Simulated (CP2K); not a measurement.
## Input and output of a self-consistent single point for Ca (Fm-3m, 1 atom in the cell) (CP2K)

Method of the run: PBE, GPW, TZVP-MOLOPT-SR-GTH basis, GTH-PBE potentials (GTH_POTENTIALS) run with CP2K.

This input was run:

```
&GLOBAL
  PROJECT run
  RUN_TYPE ENERGY_FORCE
  PRINT_LEVEL LOW
&END GLOBAL
&FORCE_EVAL
  METHOD Quickstep
  STRESS_TENSOR ANALYTICAL
  &DFT
    BASIS_SET_FILE_NAME BASIS_MOLOPT_UCL
    POTENTIAL_FILE_NAME GTH_POTENTIALS
    &QS
      METHOD GPW
      EPS_DEFAULT 1E-11
    &END QS
    &MGRID
      CUTOFF 500
      REL_CUTOFF 50
      NGRIDS 5
    &END MGRID
    &SCF
      SCF_GUESS ATOMIC
      EPS_SCF 1E-7
      MAX_SCF 100
      ADDED_MOS 4
      &DIAGONALIZATION
        ALGORITHM STANDARD
      &END DIAGONALIZATION
      &MIXING
        METHOD BROYDEN_MIXING
        ALPHA 0.2
        NBUFFER 8
        BETA 1.5
      &END MIXING
      &SMEAR ON
        METHOD GAUSSIAN
        SIGMA [eV] 0.2
      &END SMEAR
    &END SCF
    &KPOINTS
      SCHEME MONKHORST-PACK 8 8 8
      GAMMA_CENTERED T
    &END KPOINTS
    &XC
      &XC_FUNCTIONAL PBE
      &END XC_FUNCTIONAL
    &END XC
    &PRINT
      &MO
        EIGENVALUES T
        OCCUPATION_NUMBERS T
        NDIGITS 8
        FILENAME mo
        &EACH
          QS_SCF 0
        &END EACH
        ADD_LAST NUMERIC
      &END MO
      &MULLIKEN OFF
      &END MULLIKEN
    &END PRINT
  &END DFT
  &SUBSYS
    &CELL
      A 3.94565600 0.00000000 0.00000000
      B 1.97282800 3.41703800 0.00000000
      C 1.97282800 1.13901300 3.22161500
      PERIODIC XYZ
    &END CELL
    &COORD
      Ca       0.00000000     0.00000000     0.00000000
    &END COORD
    &KIND Ca
      BASIS_SET TZVP-MOLOPT-SR-GTH-q10
      POTENTIAL GTH-PBE-q10
    &END KIND
  &END SUBSYS
  &PRINT
    &FORCES ON
    &END FORCES
    &STRESS_TENSOR ON
    &END STRESS_TENSOR
  &END PRINT
&END FORCE_EVAL
```

Log, with long lists cut:

```
 GLOBAL| Method name                                                        CP2K
 GLOBAL| Project name                                                        run
 GLOBAL| Run type                                                   ENERGY_FORCE

 TOTAL NUMBERS AND MAXIMUM NUMBERS

  Total number of            - Atomic kinds:                                   1
                             - Atoms:                                          1
                             - Shell sets:                                     1
                             - Shells:                                         8
                             - Primitive Cartesian functions:                  6
                             - Cartesian basis functions:                     19
                             - Spherical basis functions:                     18

  Maximum angular momentum of- Orbital basis functions:                        2
                             - Local part of the GTH pseudopotential:          2
                             - Non-local part of the GTH pseudopotential:      3

 SCF PARAMETERS         Density guess:                                    ATOMIC
                        max_scf:                                             100
                        max_diis:                                              4
                        eps_scf:                                        1.00E-07
                        eps_diis:                                       1.00E-01
                        eps_eigval:                                     1.00E-05
                        level_shift [a.u.]:                             0.000000
                        added MOs                                         4    0
                        Mixing method:                            BROYDEN_MIXING
                                                charge density mixing in g-space
                        Smear method:                                   GAUSSIAN
                        Smearing width (sigma) [a.u.]:                  7.35E-03
                        Accuracy threshold:                             1.00E-10
                        No outer SCF

 Extrapolation method: initial_guess

 Number of electrons:                                                         10
 Number of occupied orbitals:                                                  5
 Number of molecular orbitals:                                                 9

 Number of orbital functions:                                                 18
 Number of independent orbital functions:                                     18

 SCF WAVEFUNCTION OPTIMIZATION

  Step     Update method      Time    Convergence         Total energy    Change
     1 NoMix/Diag. 0.20E+00      -     0.77568861       -36.8109081467 -3.68E+01
     2 Broy./Diag. 0.20E+00      -     0.00500200       -36.4712783169  3.40E-01
     3 Broy./Diag. 0.20E+00      -     0.02698202       -36.6422634362 -1.71E-01
     4 Broy./Diag. 0.20E+00      -     0.00105970       -36.7407969623 -9.85E-02
     5 Broy./Diag. 0.20E+00      -     0.00177603       -36.7299427058  1.09E-02
     6 Broy./Diag. 0.20E+00      -     0.00071881       -36.7258470263  4.10E-03
     7 Broy./Diag. 0.20E+00      -     0.00049329       -36.7245931356  1.25E-03
   [... 4 lines left out ...]
    12 Broy./Diag. 0.20E+00      -     0.00000220       -36.7242858030  4.24E-05
    13 Broy./Diag. 0.20E+00      -     0.00000349       -36.7242802709  5.53E-06
    14 Broy./Diag. 0.20E+00      -     0.00000023       -36.7242757496  4.52E-06
    15 Broy./Diag. 0.20E+00      -     0.00000026       -36.7242784344 -2.68E-06
    16 Broy./Diag. 0.20E+00      -     0.00000006       -36.7242774180  1.02E-06

  *** SCF run converged in    16 steps ***

  Electronic density on regular grids:        -10.0000000000        0.0000000000
  Core density on regular grids:                9.9999999999       -0.0000000001
  Total charge density on r-space grids:       -0.0000000000
  Total charge density g-space grids:          -0.0000000000

  Overlap energy of the core charge distribution:               0.00000000000000
  Self energy of the core charge distribution:                -72.33199789073799
  Core Hamiltonian energy:                                     16.83491320379629
  Hartree energy:                                              23.86113344832088
  Exchange-correlation energy:                                 -5.08741848712324
  Smearing free energy correction:                             -0.00090769232577
  Fermi energy:                                                 0.14655068881209

  Total energy:                                               -36.72427741801441
  Total energy (extrapolated to sigma->0):                    -36.72382357185153

 ENERGY| Total FORCE_EVAL ( QS ) energy [hartree]            -36.724276070493801

 FORCES| Atomic forces [hartree/bohr]
 FORCES|   Atom     x               y               z               |f|
 FORCES|      1 -7.06906413E-16 -1.01325645E-14  6.27672854E-15   1.19400963E-14
 FORCES| Sum    -7.06906413E-16 -1.01325645E-14  6.27672854E-15
 FORCES| Total atomic force                                       1.19400963E-14

 STRESS| Analytical stress tensor [bar]
 STRESS|                        x                   y                   z
 STRESS|      x       -4.06280679484E+03   4.70880354107E-01   3.32962746806E-01
 STRESS|      y        4.70880354107E-01  -4.06348485239E+03  -2.31528455998E-01
 STRESS|      z        3.32962746806E-01  -2.31528455998E-01  -4.06343846185E+03
 STRESS| 1/3 Trace                                            -4.06324336969E+03
```

The run converged in 16 iterations.

The starting cell has typed, rounded lattice constants, without a prior relaxation at this level. Values carry the incompleteness of an atom-centred basis.
